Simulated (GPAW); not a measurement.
Worked example: self-consistent single point of YAlCo4 (P-6m2, 6 atoms in the cell) in GPAW.

Method: LDA (Perdew-Wang 92), GPAW PAW datasets LDA (gpaw-data 1.0.1) (plane waves; GPAW 25.7.0).

The change in words: lattice scaled by 0.98. Reference geometry:
```yaml
crystal:
  lattice:
    - [5.04586, 0.00000, 0.00000]
    - [-2.52293, 4.36984, 0.00000]
    - [0.00000, 0.00000, 3.87133]
  atoms:
    - { symbol: Y, position: [0.66667, 0.33333, 0.00000] }
    - { symbol: Al, position: [0.00000, 0.00000, 0.00000] }
    - { symbol: Co, position: [0.33333, 0.66667, 0.00000], spin: 3.0 }
    - { symbol: Co, position: [0.65987, 0.82993, 0.50000], spin: 3.0 }
    - { symbol: Co, position: [0.17007, 0.34013, 0.50000], spin: 3.0 }
    - { symbol: Co, position: [0.17007, 0.82993, 0.50000], spin: 3.0 }
```
(The spins are starting values, not results.)

Reference input (self-consistent single point, DFT LDA (Perdew-Wang 92), plane waves, GPAW PAW datasets LDA (gpaw-data 1.0.1)): spinpol = true; mode = pw; ecut = 800 eV; xc = LDA; kpts = 5 5 6; mesh shift (steps) = 0 0 0; occupations.name = methfessel-paxton; occupations.width = 0.05 eV; occupations.order = 0; nbands = -12; symmetry.symmorphic = false; symmetry.tolerance = 0.0005. This run's input differs from it in these lines:

```diff
@@ -5,5 +5,5 @@
 atoms = Atoms(['Y', 'Al', 'Co', 'Co', 'Co', 'Co'],
-              cell=[[5.045860, 0.000000, 0.000000],
-                    [-2.522930, 4.369843, 0.000000],
-                    [0.000000, 0.000000, 3.871330]],
+              cell=[[4.944943, 0.000000, 0.000000],
+                    [-2.472471, 4.282446, 0.000000],
+                    [0.000000, 0.000000, 3.793903]],
               scaled_positions=[[0.666667, 0.333333, 0.000000],
```

The program printed (abridged):

```
     iter     time        total  log10-change:  magmom
                         energy   eigst   dens
iter:   1 --:--:--   -47.581714                   +12.0318
iter:   2 --:--:--   -49.231289   -0.46  -1.37    +7.5521
iter:   3 --:--:--   -49.475320   -1.43  -1.38    +4.1496
iter:   4 --:--:--   -49.290951   -1.09  -1.40    +3.8825
iter:   5 --:--:--   -49.011878   -2.61  -1.50    +3.9960
iter:   6 --:--:--   -48.944713   -2.25  -1.63    +4.0654
iter:   7 --:--:--   -48.870840   -2.22  -1.75    +4.1039
iter:   8 --:--:--   -48.886670   -2.75  -1.98    +4.0312
iter:   9 --:--:--   -48.865117c  -3.51  -2.13    +3.9892
   [... lines left out ...]
iter:  12 --:--:--   -48.850188c  -4.65  -2.78    +3.8714
iter:  13 --:--:--   -48.850220c  -4.84  -2.89    +3.8663
iter:  14 --:--:--   -48.849979c  -4.75  -3.10    +3.8641
iter:  15 --:--:--   -48.849903c  -5.21  -3.36    +3.8661
iter:  16 --:--:--   -48.849832c  -4.96  -3.50    +3.8695
iter:  17 --:--:--   -48.849826c  -5.72  -3.88    +3.8681
iter:  18 --:--:--   -48.849824c  -5.95  -3.95    +3.8676
iter:  19 --:--:--   -48.849823c  -6.22  -3.97    +3.8675
iter:  20 --:--:--   -48.849818c  -6.29  -3.99    +3.8673
iter:  21 --:--:--   -48.849819c  -7.01  -4.51c   +3.8672
iter:  22 --:--:--   -48.849819c  -7.60c -4.71c   +3.8673
Converged after 22 iterations.

Dipole moment: (-7.045372, 4.067648, 0.000000) |e|*Ang

Total magnetic moment: (0.000000, 0.000000, 3.867257)
Local magnetic moments:
   0 Y  ( 0.000000,  0.000000, -0.111615)
   1 Al ( 0.000000,  0.000000, -0.022618)
   2 Co ( 0.000000,  0.000000,  1.277856)
   3 Co ( 0.000000,  0.000000,  0.982708)
   4 Co ( 0.000000,  0.000000,  0.982708)
   5 Co ( 0.000000,  0.000000,  0.982708)

Energy contributions relative to reference atoms: (reference = -249919.374547)

Kinetic:        +54.479559
Potential:      -42.550059
External:        +0.000000
XC:             -60.287821
Entropy (-ST):   -0.006391
Local:           -0.488302
SIC:             +0.000000
--------------------------
Free energy:    -48.853014
Extrapolated:   -48.849819

Spin contamination: 0.420871 electrons
Showing only first 2 kpts
   [... lines left out ...]
Fermi level: 9.44084
No gap
   [... lines left out ...]
  0 Y     0.00000    0.00000    0.00000
  1 Al   -0.00000   -0.00000    0.00000
  2 Co    0.00000    0.00000    0.00000
  3 Co   -0.08639   -0.04988    0.00000
  4 Co    0.00000    0.09976    0.00000
  5 Co    0.08639   -0.04988    0.00000

Stress tensor:
     0.016435    -0.000000     0.000000
    -0.000000     0.016435     0.000000
     0.000000     0.000000     0.006059
Stress (GPa, Voigt): [ 2.6331  2.6331  0.9707  0.      0.     -0.    ]
```

The run converged in 22 iterations. GPAW prints stress with tension positive. Against the reference run the free energy goes down by 34.6 meV/atom, the pressure goes from -10.93 to -2.08 GPa, the largest force goes from 0.174 to 0.100 eV/Å and the size of the net moment moves little (0.67 to 0.64 μB/atom).

The starting cell comes from a database of computed structures (which also holds hypothetical and non-ambient phases and stackings), without a prior relaxation at this level. For this run, on top of that: lattice scaled by 0.98. The magnetic order is the one reached from the typed start; others were not searched systematically.

Cost on one core of a shared machine: roughly 2 min.
